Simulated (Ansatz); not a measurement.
YAl (Pm-3m), PBEsol, DFPT electron-phonon coupling, linearised Boltzmann equation in Ansatz (a program for electronic structure): phonon-limited resistivity 20.7 μΩ·cm at 300 K, 28.2 μΩ·cm at 400 K, current-weighted mean free path 11.6 nm, Drude plasma energy 3.61 eV.

Task: Estimate the resistivity of a 80 nm square wire with diffuse walls from ρ ≈ ρ₀(1 + 3ℓ/4d).

Result: 1 + 0.75 × 11.6/80 = 1.11, so ρ ≈ 23.0 μΩ·cm and a line 1 μm long has 35.9 Ω. The formula is the free-electron limit for d well above ℓ; grain boundaries add to it.

Task: What temperature coefficient of resistance follows, and how does it compare with 1/T?

Result: (ρ₄₀₀ − ρ₃₀₀)/(100 K × ρ₃₀₀) = 3.62×10⁻³ K⁻¹, against 1/T = 3.33×10⁻³ K⁻¹ for a resistivity proportional to T. It lies higher because phonons are still being populated at 300 K; impurities would add a constant and lower it.

Task: What is the classical skin depth at 10 GHz (nonmagnetic, μ₀ = 1.257×10⁻⁶ H/m)?

Result: δ = √(ρ/(π f μ₀)) = 2290 nm.

A metal at this level (no band gap). Only scattering by harmonic phonons is included (no impurities, grain boundaries, electron-electron scattering or thermal expansion). Spin-orbit coupling is left out. The squared frequency of the phonon mode least converged on the k mesh is uncertain by about 14 %. The run warned that the eigensolver left some states short of its tolerance. Halving the electron mesh (24x24x24) moves the resistivity by up to 2 % at 300 K, the mean free path by up to 3 %. Smearing 0.20 eV; phonons on a 4x4x4 q mesh, which this run doesn't test.

Computed structure with no diffraction record at hand here (it may be known, metastable or hypothetical): YAl (Pm-3m).
